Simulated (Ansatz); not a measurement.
## Input and output of a self-consistent single point for AlTc2 (I4mm, 3 atoms in the cell) (Ansatz)

Method: PBEsol, default PAW files made with PBE (plane waves; Ansatz, an electronic-structure program).

Input:

Ansatz 0.2 input:
```yaml
crystal:
  lattice:
    - [-1.483062, 1.483062, 4.706767]
    - [1.483062, -1.483062, 4.706767]
    - [1.483062, 1.483062, -4.706767]
  atoms:
    - { symbol: Al, position: [0.005312, 0.005312, 0.000000] }
    - { symbol: Tc, position: [0.669910, 0.669910, 0.000000] }
    - { symbol: Tc, position: [0.330090, 0.330090, 0.000000] }
basis:
  ecutwfc: 500.0
kpoints:
  mp_grid: { grid: [13, 13, 13] }
hamiltonian:
  xc: pbesol
  pseudopotentials: { kind: paw }
scf:
  occupations: { method: fermi_dirac, width: 0.1 }
output:
  forces: true
  eigenvalues: true
  stress: true
```

Output, abridged:

```
WARN ansatz: RAYON_NUM_THREADS=1 ignored (pool sized by the plan → 1); use --threads N
basis.fft_grid_basis auto: the FFT boxes are laid along the combinations [[1, 0, 1], [0, 1, 1], [0, 0, 1]] of the cell's own vectors, 2.966, 2.966 and 5.153 Å …
Pseudopotentials: kind: paw
Pseudopotential: Al, paw, valence charge 3
Pseudopotential: Tc, paw, valence charge 15
Crystal: 3 atoms, lattice volume = 41.410 Å³
Basis set: ecut = 500 eV, 1037 PW (Γ), FFT grids on a1+a3, a2+a3, a3, exchange–correlation on 48×48×80 points (8 copies of the dense FFT grid, shifted against one another)
Bands: 21, of which v1, the nominal top of the filled ones, is band 17 counted from 1 (16 counted from 0)
Symmetry: 8 space group operations
Space group: I4mm (ITA 107), of the structure as read, at distance tolerance 3.5e-5 Å
k-points: 196 of 2197 (time reversal used)
PAW frozen core: Al, regenerated for the run's functional, and the local potential with it
PAW frozen core: Tc, regenerated for the run's functional, and the local potential with it
Initial density: superposition of atomic densities (chi_scale 0.1, normalization cell, long waves kept (reshape's long-wave potential 0.00 eV rms))
Initial wavefunctions: pseudopotential atomic-orbital guess
Eigensolver: davidson
Functional: x = pbesol(κ = 0.804, μ = 0.12345679012345678), c = pbesol(β = 0.046)
SCF iter   1: F=—  HF=-11201.594791 eV  |F-HF|=—  |Δ(HF+E_count)|=         —  Δρ=5.12e-2  dr2=1.17e0  ethr=3.10e-3  ⟨swp⟩=4.7  Hψ=16055  notcnv=0
all-band conjugate gradients solve this SCF's bands
preconditioner: auto → Kerker (q_TF=auto, 2.627 Å⁻¹)
SCF iter   2: F=—  HF=-11201.304725 eV  |F-HF|=—  |Δ(HF+E_count)|=   2.90e-1  Δρ=2.80e-2  dr2=4.33e-1  ethr=3.10e-3  ⟨swp⟩=2.0  Hψ=6457  notcnv=0
SCF iter   3: F=—  HF=-11201.144054 eV  |F-HF|=—  |Δ(HF+E_count)|=   1.61e-1  Δρ=5.97e-3  dr2=3.21e-2  ethr=1.31e-3  ⟨swp⟩=2.1  Hψ=6541  notcnv=0
SCF iter   4: F=—  HF=-11201.132049 eV  |F-HF|=—  |Δ(HF+E_count)|=   1.20e-2  Δρ=1.07e-3  dr2=4.93e-4  ethr=9.72e-5  ⟨swp⟩=2.0  Hψ=5769  notcnv=0
SCF iter   5: F=—  HF=-11201.131813 eV  |F-HF|=—  |Δ(HF+E_count)|=   2.36e-4  Δρ=1.92e-4  dr2=1.79e-5  ethr=1.49e-6  ⟨swp⟩=2.1  Hψ=6320  notcnv=0
SCF iter   6: F=—  HF=-11201.131807 eV  |F-HF|=—  |Δ(HF+E_count)|=   5.30e-6  Δρ=3.43e-5  dr2=4.04e-7  ethr=5.43e-8  ⟨swp⟩=2.0  Hψ=5660  notcnv=0
SCF iter   7: F=-11201.131807 eV  HF=-11201.131807 eV  |F-HF|=1.05e-8  |Δ(HF+E_count)|=   1.71e-7  Δρ=6.57e-6  dr2=1.80e-8  ethr=3.03e-10  ⟨swp⟩=5.1  Hψ=16537  notcnv=0
SCF 1 converged in 7 iterations: F = -11201.131807 eV  dr2 = 1.80e-8
SCF converged after 7 iterations
Free energy (F): -11201.131807 eV
Harris-Foulkes:  -11201.131807 eV  (|F-HF|=1.05e-8)
Internal energy: -11201.078709 eV  (E = F + TS)
E sigma→0 (E₀):  -11201.105258 eV
Entropy (-TS):   -0.053098 eV (-17.699 meV/atom)
Fermi energy:    18.630880 eV
--- Per-component energies (eV) ---
  E_band       = -172.504854
  E_kinetic    = 1275.074822
  E_local      = -3163.371557  (includes V_loc(G=0)·N_el)
  E_nonlocal   = 587.287281
  E_hartree    = 998.152708
  E_xc         = -517.411239
  E_vxc        = -620.149955  (∫ρ·V_xc dr)
  E_paw        = -6894.291447  (= ΣΔE_a)
  E_vpaw       = -247.656029  (= ΣTr[D̂ρ^β])
  E_aug_tail   = -0.000028  (compensation charges beyond the density's cutoff)
  E_ewald      = -3486.992077
  E_core_change = 0.472828  (= ΣΔE_core)
  E_smearing   = -0.053098  (= −TS)
  E_closure    = -0.000000  (closes the sum)
  Σ components = -11201.131807   (vs F -11201.131807, Δ=0.00e0)
--- Forces (eV/Å), atoms counted from 1 ---
  atom   1  Al     0.00000000    -0.00000000    -0.51878825
  atom   2  Tc     0.00000000     0.00000000     0.16855168
  atom   3  Tc    -0.00000000     0.00000000     0.35024118
  max |Σ_I F_I| component: 4.61e-6 eV/Å
--- Stress (GPa, compression-positive) ---
       -0.708741       0.000000       0.000000
        0.000000      -0.708741      -0.000000
        0.000000       0.000000       0.552377
  P = ⅓ Tr σ = -0.2884 GPa (-2.884 kbar)
  The stress holds the Pulay correction. Without it, at fixed plane waves, as pw.x and ABINIT print it: P = -0.3037 GPa
--- Band table (eV; the first three rows and the last of 196) ---
  k-point 0: bands = ["-48.1606", "-47.8777", "-20.4620", "-20.2579", "-20.2579", "-19.8063", "-19.7118", "-19.7118", "9.1282", "13.0908", "13.7070", "15.7464", "16.7237", "17.2921", "17.2921", "17.8735", "18.5927", "18.5927", "20.6525", "20.7031", "21.2241"]
  k-point 1: bands = ["-48.1497", "-47.8825", "-20.4667", "-20.2818", "-20.2768", "-19.7778", "-19.7437", "-19.7212", "9.3618", "13.2572", "13.8738", "15.7294", "16.5008", "17.2177", "17.2269", "17.2913", "18.8041", "18.8328", "20.4222", "20.9837", "21.5460"]
  k-point 2: bands = ["-48.1192", "-47.8957", "-20.4838", "-20.3477", "-20.3049", "-19.8273", "-19.7470", "-19.7234", "10.0116", "13.7412", "14.3404", "15.4932", "16.0636", "16.8076", "16.9544", "17.0466", "18.5400", "19.3066", "19.8769", "21.8907", "22.3817"]…
  k-point 195: bands = ["-48.1499", "-47.8856", "-20.3881", "-20.2992", "-20.2543", "-19.8707", "-19.7174", "-19.7119", "10.4684", "12.1977", "13.5708", "13.9018", "16.6892", "16.7100", "17.2587", "17.7262", "19.4925", "19.9534", "20.3787", [...]
```

The run converged in 7 iterations.

The starting cell comes from a database of computed structures (which also holds hypothetical and non-ambient phases and stackings), without a prior relaxation at this level. Its lattice was rescaled by up to half a per cent. One atom was moved a little off its site on purpose. Spin polarisation is off. Ansatz's pressure includes its estimate of the finite-basis (Pulay) stress.
